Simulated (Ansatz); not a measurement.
Functionals compared on a constructed model of the (111)A surface of zinc-blende GaAs, Ga-terminated, 2x2 Si adatom at T4 (bottom of the slab: 3 H on 4 bottom sites), in Ansatz (plane waves, PAW). The structure was relaxed with PBE; the other rows are single points on it. Cutoff 420 eV (500 eV for r2SCAN).

Set-up: 36 atoms, 13.9 Å thick at the start with caps and adatoms (thin: gaps and levels are the slab's own); mesh 3x3x1; 0.025 eV smearing; dipole correction on; 8 atoms held, the rest relaxed; symmetry of the start imposed; spin-polarised, ending with about 0.5 μB a cell, a value that depends on the mesh; orders that need a larger cell were not tried, no spin-orbit, no U. The slab shows no gap on its mesh. In PBE it is, or lies within 0.01 eV a 1x1 cell of, the lowest of the 2 structures of its composition computed so far; subsurface sites and larger cells were not tried. These notes are the PBE run's. r2SCAN: The program's check for a lower electronic state was not made.

```
functional  work function of the top face (eV)  rough cost of the single point
----------  ----------------------------------  ------------------------------
PBE                                       3.81                               –
r2SCAN                                    3.92         roughly 23 core-minutes
```

Ansatz is a quantum-chemistry and plane-wave program.
